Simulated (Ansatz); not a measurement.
The reference is PbAu2 in the cubic Laves (MgCu2 type) structure (space group Fd-3m, No. 227; a = 7.953 Å).

Now apply this change: a hydrostatic pressure of 3 GPa.

Levels (all Ansatz, a quantum-chemistry and plane-wave program, PAW): PBEsol (420 eV, without spin-orbit coupling); PBEsol+SOC (420 eV, with spin-orbit coupling).

The geometry is relaxed with PBEsol.

| Property | Value |
|---|---|
| PBEsol pressure | 3.0 GPa |

### Question
What does PBEsol+SOC give at this geometry for the pressure?

### Answer
The pressure decreases by 1.0 GPa, from 3.0 GPa to 2.0 GPa.

Single points use the geometry relaxed with PBEsol. Differences between runs with and without spin-orbit coupling are approximate. Load acts through the strain it causes; cell and atoms are relaxed under it. No phonon test of stability was made.
